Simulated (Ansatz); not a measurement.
**A computed series for Si: element substitutions**

Consider Si in the diamond structure (space group Fd-3m, No. 227; a = 5.4441 Å).

Each row replaces one element on all its sites; cell and atoms are relaxed.

The values are results of plane-wave PAW DFT at the r2SCAN level (Ansatz, a first-principles code, 500 eV), no spin-orbit coupling, earlier PAW set, not measurements.

Base values:

```
Property           Result
---------------  --------
Volume per atom  20.17 Å³
```

### Question
The aim is a volume per atom between 5.31 Å³ and 5.83 Å³. Which of these changes reaches it?
A) Si → Fe
B) Si → C
C) Si → Pb

### Answer
B, Si → C. It gives 5.64 Å³; Si → Pb gives 42.01 Å³; Si → Fe gives 19.94 Å³. Changes not listed may reach it too

The magnetic state is the one reached from the starting moments; the real material's order can differ, and small cells can't hold many antiferromagnetic ones. No phonon test of stability was made. As relaxed here, Fe is a hypothetical phase, not in the database extracts checked. For Pb in this form, whether it has been made was not checked. This is not the structure that Pb has at room temperature and ambient pressure.
